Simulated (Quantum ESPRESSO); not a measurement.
Worked example: relaxation of the atoms of SrAl2 (Imm2, 6 atoms in the cell) in Quantum ESPRESSO.

Method of the run: LDA (PZ), GBRV 1.5 ultrasoft (LDA) pseudopotentials (plane waves; Quantum ESPRESSO).

This input was run:

```fortran
&CONTROL
  calculation = 'relax'
  prefix = 'SrAl2'
  outdir = './work'
  pseudo_dir = './'
  verbosity = 'high'
  forc_conv_thr = 7.8e-03
/
&SYSTEM
  ibrav = 11
  celldm(1) = 9.0403930884
  celldm(2) = 1.647637840538
  celldm(3) = 1.644195929322
  nat = 6
  ntyp = 2
  ecutwfc = 40
  ecutrho = 200
  occupations = 'smearing'
  smearing = 'gauss'
  degauss = 0.0073499
/
&ELECTRONS
  conv_thr = 1e-8
  mixing_beta = 0.4
/
&IONS
/
ATOMIC_SPECIES
Sr    87.6200  sr_lda_v1.uspp.F.UPF
Al    26.9815  al_lda_v1.uspp.F.UPF
ATOMIC_POSITIONS {bohr}
Sr   -4.5201965442   -3.7238234365    1.0315739196
Sr    0.0000000000   -3.7238234365    6.6839747034
Al   -4.5201965442    1.0209234333    5.0444559234
Al    0.0000000000   -8.4685703063    2.3876328343
Al    0.0000000000   -1.0209234333   12.4765446811
Al   -4.5201965442   -6.4267234396   -5.0444559234
K_POINTS {automatic}
4 4 4  0 0 0
```

The program printed (abridged):

```
     Self-consistent Calculation

     iteration #  1     ecut=    40.00 Ry     beta= 0.40

---- Real-time Memory Report at c_bands before calling an iterative solver
           193 MiB given to the printing process from OS
            68 MiB allocation reported by mallinfo(arena+hblkhd)
------------------

     Threshold (ethr) on eigenvalues was too large:
     Diagonalizing with lowered threshold

---- Real-time Memory Report at c_bands before calling an iterative solver
           228 MiB given to the printing process from OS
            77 MiB allocation reported by mallinfo(arena+hblkhd)
------------------

   [... lines left out ...]
           242 MiB given to the printing process from OS
            89 MiB allocation reported by mallinfo(arena+hblkhd)
------------------

     negative rho (up, down):  1.314E-01 0.000E+00

     total energy              =    -167.12726433 Ry
     estimated scf accuracy    <       0.00000002 Ry

     iteration #  9     ecut=    40.00 Ry     beta= 0.40

---- Real-time Memory Report at c_bands before calling an iterative solver
           243 MiB given to the printing process from OS
            90 MiB allocation reported by mallinfo(arena+hblkhd)
------------------

     negative rho (up, down):  1.314E-01 0.000E+00
     End of self-consistent calculation

     the Fermi energy is     7.0580 ev

!    total energy              =    -167.12726433 Ry
     estimated scf accuracy    <          1.3E-09 Ry
     smearing contrib. (-TS)   =      -0.00067724 Ry
     internal energy E=F+TS    =    -167.12658709 Ry

     convergence has been achieved in   9 iterations

     negative rho (up, down):  1.314E-01 0.000E+00

     Forces acting on atoms (cartesian axes, Ry/au):

     atom    1 type  1   force =     0.00000000    0.00000000   -0.02204952
     atom    2 type  1   force =     0.00000000   -0.00000000    0.00627367
     atom    3 type  2   force =     0.00000000    0.00737137    0.00372776
     atom    4 type  2   force =     0.00000000   -0.00331311    0.00416016
     atom    5 type  2   force =     0.00000000   -0.00737137    0.00372776
   [... lines left out ...]
     Total force =     0.026806     Total SCF correction =     0.000105
     the Fermi energy is     7.0554 ev
!    total energy              =    -167.13067518 Ry
     Total force =     0.006546     Total SCF correction =     0.000008
     bfgs converged in   7 scf cycles and   6 bfgs steps
     Final energy             =    -167.1306751778 Ry
   [... lines left out ...]
Sr              -0.0000000000       -3.7238234365        6.7418107682
Al              -4.5201965442        1.0678711629        5.0841233914
Al              -0.0000000000       -8.4895468345        2.4310404415
Al               0.0000000000       -1.0678711629       12.5162121491
Al              -4.5201965442       -6.4057469114       -5.0010483162
End final coordinates

   JOB DONE.
```

The run converged.  The full log also holds: “WARNING: bfgs curvature condition failed, Theta= 0.898”.

Summary of the result:
| Item | Value |
|---|---|
| Free energy E − TS | -2273.9287 eV |
| Fermi level (on the code's own zero) | 7.06 eV |
| Largest force (vector length) | 0.105 eV/Å |
| Relaxation steps | 6 |

The starting cell comes from a database of computed structures (which also holds hypothetical and non-ambient phases and stackings), without a prior relaxation at this level. Its lattice was rescaled by up to half a per cent. For this run, on top of that: one atom moved by 0.15 angstrom. The relaxation keeps the symmetry of its start, so its end need not be a minimum.

Cost on one core of a shared machine: roughly 4 min.
